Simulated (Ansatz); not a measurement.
Functionals compared on a constructed model of the (111) surface of fcc Al, a pseudomorphic layer of Pt in the host's stacking (bottom of the slab: a bare face, its two planes held), in Ansatz (plane waves, PAW). The structure was relaxed with PBE; the other rows are single points on it. Cutoff 420 eV (500 eV for r2SCAN).

Set-up: 7 atoms, 13.8 Å thick at the start with caps and adatoms (thin: gaps and levels are the slab's own); mesh 15x15x1; 0.1 eV smearing; dipole correction on; 2 atoms held, the rest relaxed; symmetry of the start imposed; no spin, no spin-orbit, no U. In PBE it is, or lies within 0.01 eV a 1x1 cell of, the lowest of the 2 structures of its composition computed so far; subsurface sites and larger cells were not tried. These notes are the PBE run's.

| functional | work function of the top face (eV) | rough cost of the single point |
|---|---|---|
| PBE | 4.90 | – |
| RPBE | 4.73 | roughly 7 core-seconds |
| r2SCAN | 4.90 | around 16 core-seconds (rough) |

Ansatz is a program for electronic structure.
